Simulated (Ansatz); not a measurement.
Base system: W in the bcc (W type) structure (space group Im-3m, No. 229; a = 3.1838 Å; relaxed with 0.1 eV smearing).

(Cell as relaxed with PBE.)

Levels (all Ansatz, a first-principles code, PAW): PBE (420 eV, no spin-orbit coupling); r2SCAN (500 eV, no spin-orbit coupling).

Each level relaxes its own structure.

```
base                      PBE    r2SCAN
-------------------  --------  --------
volume per atom      16.14 Å³  15.91 Å³
lattice parameter a   3.184 Å   3.169 Å
band gap                 zero      zero
```

One thing is altered: an isotropic linear strain of +3.54 %, atoms relaxed at fixed cell.

```json
[
 {"quantity": "energy relative to the base (free energy F)", "PBE": "+154 meV/atom", "r2SCAN": "?"},
 {"quantity": "pressure", "PBE": "-25.3 GPa", "r2SCAN": "?"},
 {"quantity": "band gap", "PBE": "zero", "r2SCAN": "?"}
]
```

Predict the r2SCAN column.


- energy relative to the base (free energy F), r2SCAN: +160 meV/atom
- pressure, r2SCAN: -26.8 GPa
- band gap, r2SCAN: zero

PBE's energy relative to the base lies 6.6 meV/atom below r2SCAN's; PBE's pressure lies 1.5 GPa above r2SCAN's; the two agree on the band gap. Neither level is exact; r2SCAN is the comparison here, not a measurement.

Whether these cells are dynamically stable was not tested. The final runs are not spin-polarised.
